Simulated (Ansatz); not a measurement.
Levels about the gap of amorphous Hf18O35 (53 atoms in a cell of 661 Å³, 9.47 g/cm³; zone centre alone, so wide bands show as single levels with stretches between that a denser mesh fills), at the geometry that PBE relaxed, where it gives -0.7 GPa on a denser mesh. The participation number counts the atoms over which a state spreads; weights are charges in smoothed Voronoi cells. The levels come from a single point, so bond lengths are those of that geometry. Method of the levels: PBE, scalar-relativistic without spin-orbit coupling (Ansatz, a quantum-chemistry and plane-wave program). Sampling: the zone centre alone; Fermi-Dirac width 0.02 eV; no spin polarisation. The usual formal charges leave 2 electrons over, so the level spacing at the Fermi energy parts defect or band states and needn't be the band gap.

A CHGNet melt-quench gave the starting glass, which DFT then relaxed. O atoms were pushed apart under 1.9 Å during the dynamics, to hinder bonds among them. The hot cell started wider than the set density and was brought back towards it in steps. It is the lowest in DFT energy of 4 quenches. It is a model cell: composition and starting density were chosen by hand, and all elements were melted together. No dispersion term was used. Its density started from a set value of 9.47 and ended at 9.47 g/cm³. The quench (nominally 73 K/ps over its main leg) was far faster than any real one, so the model tends to hold more defects than a real film. A cell of this size samples the disorder only roughly. The volume was held where the preparation left it and the shape relaxed, at a PBE pressure of -0.7 GPa (tension). Stress components on the final sampling reach 0.7 GPa.

```json
[
 {"E - E(highest filled), eV": "-3.45", "filling": "filled", "participation number": "17.3", "largest on": "O, 3 neighbours", "weight O": "0.95", "weight Hf": "0.05"},
 {"E - E(highest filled), eV": "-3.41", "filling": "filled", "participation number": "16.2", "largest on": "O, 3 neighbours", "weight O": "0.94", "weight Hf": "0.06"},
 {"E - E(highest filled), eV": "-3.32", "filling": "filled", "participation number": "17.0", "largest on": "O, 3 neighbours", "weight O": "0.94", "weight Hf": "0.06"},
 {"E - E(highest filled), eV": "-3.31", "filling": "filled", "participation number": "14.7", "largest on": "O, 3 neighbours", "weight O": "0.95", "weight Hf": "0.05"},
 {"E - E(highest filled), eV": "-3.22", "filling": "filled", "participation number": "8.7", "largest on": "O, 3 neighbours", "weight O": "0.95", "weight Hf": "0.05"},
 {"E - E(highest filled), eV": "-3.18", "filling": "filled", "participation number": "6.1", "largest on": "O, 3 neighbours", "weight O": "0.95", "weight Hf": "0.05"},
 {"E - E(highest filled), eV": "0.00", "filling": "filled", "participation number": "7.9", "largest on": "Hf, 6 neighbours", "weight O": "0.34", "weight Hf": "0.66"},
 {"E - E(highest filled), eV": "0.80", "filling": "empty", "participation number": "23.4", "largest on": "Hf, 6 neighbours", "weight O": "0.41", "weight Hf": "0.59"},
 {"E - E(highest filled), eV": "0.96", "filling": "empty", "participation number": "19.3", "largest on": "Hf, 7 neighbours", "weight O": "0.40", "weight Hf": "0.60"},
 {"E - E(highest filled), eV": "1.13", "filling": "empty", "participation number": "25.9", "largest on": "Hf, 6 neighbours", "weight O": "0.39", "weight Hf": "0.61"},
 {"E - E(highest filled), eV": "1.21", "filling": "empty", "participation number": "30.1", "largest on": "Hf, 6 neighbours", "weight O": "0.43", "weight Hf": "0.57"},
 {"E - E(highest filled), eV": "1.39", "filling": "empty", "participation number": "23.4", "largest on": "Hf, 6 neighbours", "weight O": "0.38", "weight Hf": "0.62"},
 {"E - E(highest filled), eV": "1.49", "filling": "empty", "participation number": "21.5", "largest on": "Hf, 7 neighbours", "weight O": "0.40", "weight Hf": "0.60"},
 {"E - E(highest filled), eV": "1.51", "filling": "empty", "participation number": "29.2", "largest on": "Hf, 7 neighbours", "weight O": "0.43", "weight Hf": "0.57"}
]
```

Most localised among these is the filled level at -3.18 eV, on a O atom, which has 3 neighbours (Hf 2.13 Å, Hf 2.17 Å, Hf 2.19 Å).
